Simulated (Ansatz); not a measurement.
The starting structures come from a database of crystals and need not be the phases stable at ambient conditions.

 Where the default PAW files enter, the runs use the earlier of Ansatz's two default sets.

```
BaTiO3
1.0
    4.05734     0.00000     0.00000
    0.01802     4.05730     0.00000
    0.00000     0.00000     3.98333
Ba Ti O
1 1 3
Direct
  0.99659   0.99659   0.00000
  0.48150   0.48150   0.50000
  0.02157   0.50865   0.50000
  0.50865   0.02157   0.50000
  0.51180   0.51180   0.00000
```

Space group of this cell: Amm2. The cell is taken as given; by r2SCAN its mean pressure is -1.8 GPa.

Level of theory: r2SCAN (plane waves, PAW; Ansatz, a first-principles code).

The current runs along the normal of the first two printed vectors; no spin-orbit coupling. Scaled by the factor s: the length along the current (ions clamped). Meshes 8×8×8 and 8×8 across the current in all rows.

| s | mean pressure (GPa) | band gap (eV) |
|---|---|---|
| 0.97 | 3.9 | 2.64 |
| 1.00 | -1.8 | 2.56 |
| 1.03 | -6.2 | ? |

Take the slope of the band gap against ln s from the two given rows, extrapolate to s = 1.03, and say what the run there gives.

Slope = (2.64 − 2.56) / ln 0.97 = -2.63 eV. The line gives 2.56 + (-2.63) × ln 1.03 = 2.48 eV. The run gives 2.48 eV, as the line does.
